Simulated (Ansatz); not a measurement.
Base system: TiAl (space group P4/mmm, No. 123; a = 2.796 Å, c = 4.038 Å; relaxed with 0.1 eV smearing). Axes: x, y, z lie along a, b, c of the conventional cell.

The values are results of plane-wave PAW DFT at the PBEsol level (Ansatz, a quantum-chemistry and plane-wave program, 420 eV), no SOC, earlier PAW set, not measurements.

Before the change:

| Property | Value |
|---|---|
| Volume per atom | 15.78 Å³ |

The change: compressive biaxial strain of 2.76 % in the plane normal to [001], as in epitaxy on a mismatched substrate; the out-of-plane cell vector and the atoms relax.

Q: Estimate the effect on the in-plane stress.

A: The mean in-plane stress (compression positive) is +5.3 GPa.

Q: What happens to the volume per atom?

A: The volume per atom falls by 0.436 Å³, from 15.78 Å³ to 15.35 Å³.

Stability against distortions was not tested. The final runs are not spin-polarised.
